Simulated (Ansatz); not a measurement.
Bond-angle distributions (per cent of the angles at each element, bins of 10°) of a relaxed model of amorphous Zr20O45P2 at 4.96 g/cm³. Method: PBE, scalar-relativistic without spin-orbit coupling (plane waves to 420 eV, PAW; Ansatz, a program for electronic structure).

The cell was made by melting and quenching with the CHGNet potential and then relaxed with DFT. O atoms were pushed apart under 1.9 Å during the dynamics, to hinder bonds among them. The hot cell started wider than the set density and was brought back towards it in steps. It is the lowest in DFT energy of 2 quenches. It is a model cell: composition and starting density were chosen by hand, and all elements were melted together. No dispersion term was used. Its density started from a set value of 4.96 and ended at 4.96 g/cm³. The simulated quench (nominally 450 K/ps over its main leg) is rapid and tends to freeze in more defects than a deposited or slowly cooled glass has. One small periodic cell is one sample of the glass; other quenches scatter about these values. The volume was held where the preparation left it and the shape relaxed, at a PBE pressure of 0.9 GPa. Stress components on the final sampling reach 1.0 GPa.

Cut-offs for bonds: Zr-Zr 3.41 Å, Zr-O 2.62 Å, Zr-P 2.88 Å, O-O 1.58 Å, O-P 2.08 Å, P-P 2.50 Å. Two cations that share two anions don't count as bonded, nor two that share one unless they lie closer than Zr-Zr 3.32 Å, Zr-P 2.80 Å, P-P 2.29 Å.

```json
[
 {"angle (°)": "50-60", "at Zr": "0", "at O": "0"},
 {"angle (°)": "60-70", "at Zr": "7", "at O": "0"},
 {"angle (°)": "70-80", "at Zr": "22", "at O": "0"},
 {"angle (°)": "80-90", "at Zr": "18", "at O": "1"},
 {"angle (°)": "90-100", "at Zr": "11", "at O": "18"},
 {"angle (°)": "100-110", "at Zr": "7", "at O": "31"},
 {"angle (°)": "110-120", "at Zr": "5", "at O": "9"},
 {"angle (°)": "120-130", "at Zr": "5", "at O": "16"},
 {"angle (°)": "130-140", "at Zr": "8", "at O": "15"},
 {"angle (°)": "140-150", "at Zr": "9", "at O": "6"},
 {"angle (°)": "150-160", "at Zr": "4", "at O": "4"},
 {"angle (°)": "160-170", "at Zr": "3", "at O": "0"},
 {"angle (°)": "170-180", "at Zr": "0", "at O": "1"}
]
```

They go with these counts of neighbours within the cut-offs, cation contacts included: Zr mean 6.2, most often 6; O mean 3.0, most often 3.
